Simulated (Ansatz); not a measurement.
Start from SiO₂ in the rutile structure (space group P4_2/mnm, No. 136; a = 4.185 Å, c = 2.669 Å). Axes: x, y, z lie along a, b, c of the conventional cell.

The values are results of Ansatz (a first-principles code), r2SCAN, PAW, cutoff 500 eV, spin-orbit coupling left out, not measurements.

For the base:

| Property | Result |
|---|---|
| Electron mass | 0.38 mₑ along c, 0.48 mₑ across (at Γ) |
| Hole mass | 1.7 mₑ along c, 1.1 mₑ across (at Γ) |
| Band gap | 6.51 eV |

One thing is altered: uniaxial strain ε_zz = −2.02 %, all other strain components held at zero; the atoms relax in the strained cell.

**Question.** Predict the new electron mass.

**Answer.** The electron mass goes from 0.38 mₑ along c, 0.48 mₑ across (at Γ) to 0.41 mₑ along z, 0.50 mₑ across (at Γ).

**Question.** How does this affect the hole mass?

**Answer.** The hole mass becomes 1.9 mₑ along z, 1.1 mₑ across (at Γ) (base: 1.7 mₑ along c, 1.1 mₑ across (at Γ)).

**Question.** Estimate the effect on the band gap.

**Answer.** The band gap grows by 0.454 eV to 6.97 eV.

Effective masses come from finite differences of ±0.01 Å⁻¹. Whether these cells are dynamically stable was not tested.
